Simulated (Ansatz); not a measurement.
Start from Mo in the bcc (W type) structure (space group Im-3m, No. 229; relaxed with 0.1 eV smearing).

```
CELL_PARAMETERS angstrom
     -1.57548     1.57548     1.57548
      1.57548    -1.57548     1.57548
      1.57548     1.57548    -1.57548
ATOMIC_POSITIONS crystal
  Mo 0.00000 0.00000 0.00000
```

Cartesian axes are those of the cell as printed.

The values are results of Kohn–Sham DFT with the r2SCAN functional, run in Ansatz (an electronic-structure program) with PAW and 500 eV plane waves, scalar-relativistic without spin-orbit coupling, not measurements.

Base values:

Pressure: 0.0 GPa

It is then changed as follows: uniaxial strain ε_zz = −1.50 %, all other strain components held at zero; the atoms relax in the strained cell.

Question: How does this affect the pressure?

Answer: The pressure (mean of the normal stresses, compression positive) goes from zero to 4.3 GPa.

Question: What happens to the energy relative to the base?

Answer: The energy grows by 5.6 meV/atom.

Stability against distortions was not tested. The final runs are not spin-polarised.
